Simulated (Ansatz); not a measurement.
LuMgNO (model structure, started from the LaZnOP type, P4/nmm, No. 129, 8 atoms in the cell) was calculated with LDA (Ansatz, a first-principles code, plane waves, PAW).

Run with plane-wave cutoff 520 eV, 8×8×4 k mesh (along the axes of the cell as run), Fermi–Dirac smearing 0.01 eV, scalar-relativistic PAW data made under PBE.

Cell (relaxed at this level):

```cif
data_Lu2Mg2N2O2
_chemical_formula_sum 'Lu2 Mg2 N2 O2'
_space_group_name_H-M_alt 'P 1'
_space_group_IT_number 1
_cell_length_a 3.65621
_cell_length_b 3.65621
_cell_length_c 7.49117
_cell_angle_alpha 90.000
_cell_angle_beta 90.000
_cell_angle_gamma 90.000
loop_
_space_group_symop_operation_xyz
  'x, y, z'
loop_
_atom_site_label
_atom_site_type_symbol
_atom_site_fract_x
_atom_site_fract_y
_atom_site_fract_z
_atom_site_occupancy
Lu1 Lu 0.00000 0.50000 0.85446 1
Lu2 Lu 0.50000 0.00000 0.14554 1
Mg1 Mg 0.00000 0.00000 0.50000 1
Mg2 Mg 0.50000 0.50000 0.50000 1
N1 N 0.50000 0.00000 0.63279 1
N2 N 0.00000 0.50000 0.36721 1
O1 O 0.50000 0.50000 0.00000 1
O2 O 0.00000 0.00000 0.00000 1
```

**Question.** Give the computed band gap and bulk modulus B0.

**Answer.** 
- band gap = 1.85 eV (on the SCF k mesh)
- bulk modulus B0 = 106 GPa

Note: the bulk modulus is −V dP/dV from two relaxed cells at ±2 % in volume; the relaxation could raise the start's symmetry but not lower it, so the cell can be a saddle point.

Spin–orbit coupling is not included.

The computed numbers hold no vibrational or temperature effects.

It cost very roughly 8 core-minutes of CPU time.

A model structure was made by putting elements into a prototype or built by hand; it is no filed structure, need not be a known phase, and can be a saddle point held by its symmetry.
